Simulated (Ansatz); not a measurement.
BP under load (space group I-4m2): band-edge transport data

Given:

```xyz
2
Lattice="0.0000 2.2706 2.2548 2.2706 0.0000 2.2548 2.2706 2.2706 0.0000" Properties=species:S:1:pos:R:3 pbc="T T T"
B      0.0000     0.0000     0.0000
P      1.1353     1.1353     1.1274
```

Calculation: r2SCAN with spin-orbit coupling, rigid bands (plane waves, PAW; Ansatz, an electronic-structure program). Condition of this run: uniaxial stress zz = 2 GPa (compression positive) (the target of the relaxation). Geometry: cell and atoms relaxed with r2SCAN, then loaded as said.

band gap: 1.29 eV
electron conductivity mass (300 K, dilute): 0.24 (x), 0.24 (y), 1.14 (z) mₑ
hole conductivity mass (300 K, dilute): 0.38 (x), 0.38 (y), 0.43 (z) mₑ
effective density of states N_c (300 K): 1.4e19 cm⁻³
effective density of states N_v (300 K): 8.5e18 cm⁻³
density-of-states mass, electrons: 0.68 mₑ
density-of-states mass, holes: 0.49 mₑ
Seebeck coefficient, n-type 1e19 cm⁻³, 300 K: -283 μV/K
best n-type power factor at 300 K for τ = 10 fs (best axis; densities from 1e16 to 1e21 cm⁻³ tried, whether or not they can be reached): 18.8 μW/(cm·K²) at 3e20 cm⁻³
Seebeck coefficient, p-type 1e19 cm⁻³, 300 K: 283 μV/K
best p-type power factor at 300 K for τ = 10 fs (best axis; densities from 1e16 to 1e21 cm⁻³ tried, whether or not they can be reached): 13.5 μW/(cm·K²) at 1e20 cm⁻³

Rigid bands; masses and Seebeck coefficients take one relaxation time τ for all states and one kind of carrier; polarons and phonon drag are left out.
